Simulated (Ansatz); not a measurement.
## TlBr, response to strain

Start from TlBr in the CsCl type structure (space group Pm-3m, No. 221).

```xyz
2
Lattice="3.8395 0.0000 0.0000 0.0000 3.8395 0.0000 0.0000 0.0000 3.8395" Properties=species:S:1:pos:R:3 pbc="T T T"
Tl     0.0000     0.0000     0.0000
Br     1.9198     1.9198     1.9198
```

Strains are applied to the cell and any free atomic positions relax.

Method: plane-wave PAW DFT at the LDA level (Ansatz, a quantum-chemistry and plane-wave program, 420 eV), without spin-orbit coupling.

Candidates:
(a) isotropic strain −2.00 %
(b) isotropic strain +0.50 %
(c) isotropic strain −0.50 %

For the base:

| Item | Value |
|---|---|
| Band gap | 1.37 eV |

**Question.** Order them by band gap, lowest first.

**Answer.** (a) isotropic strain −2.00 % (1.16 eV), (c) isotropic strain −0.50 % (1.32 eV), (b) isotropic strain +0.50 % (1.41 eV)

Spin-orbit coupling, missing from the scalar runs, can matter with Tl. No phonon test of stability was made.
